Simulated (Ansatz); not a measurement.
## HgTe: transverse stress against strain

HgTe (zinc blende, F-43m, 33.308 Å³/atom at rest, cube axes along x, y and z) under a strain ε along a cube axis (axis z), the other axes held. LDA in Ansatz, a plane-wave DFT program (PAW, default set), 420 eV, 9×9×9 Γ-centred mesh, Fermi-Dirac smearing 0.05 eV; ions are relaxed within the symmetry of each cell. Stress is positive for a compressed cell.

Here s stands for strain and y for stress xx.

| strain (%) | stress xx (GPa) |
|---|---|
| -3.00 | ? |
| -1.50 | 0.66 |
| -1.00 | 0.43 |
| -0.50 | 0.21 |
| 0.00 | 0.00 |
| 0.50 | -0.21 |
| 1.00 | -0.40 |
| 1.50 | -0.60 |

Taking a straight line for y over the 7 complete rows: Means: s 0, y 0.013. About the means, the sum of products is -2.9300 and the sum of squares of s is 7.0000; the slope is their ratio. Least squares gives y = 0.013 - 0.4186·s. Residuals (row less fit): 0.019, -0.002, -0.012, -0.013, -0.014, 0.006, 0.015; standard error 0.015 (degrees of freedom: 5). The slope gives the elastic constant C12 = 42 ± 0.6 GPa.

Problem. Estimate the missing y (s = -3.00); what did the run itself give?

Solution. y = 0.013 - 0.4186 × (-3.0) = 1.269 GPa. The calculation gives 1.39 GPa, 0.121 GPa above the prediction (6.1 % of the range of y in the table). The row lies outside the fitted rows, so this is an extrapolation. From the scatter of the fitted rows alone, a prediction at this place has a standard error of 0.023 GPa, so the miss is 5.3 times that.

One order more, fitted to all 13 runs of the series, follows each within 0.01, so the miss is the next term of a smooth law. This level leaves no gap over 0.05 eV at strain -1.50, -1.00, -0.50, 0.00, 0.50, 1.00, 1.50, where the mesh may be coarse. Rows are the converged runs of the series near zero and its far end; series whose fitted rows scatter by over a few per cent of the range, as at a crossing or softening among them, aren't shown in this form. Most that stay on the fit to the last digits aren't either.
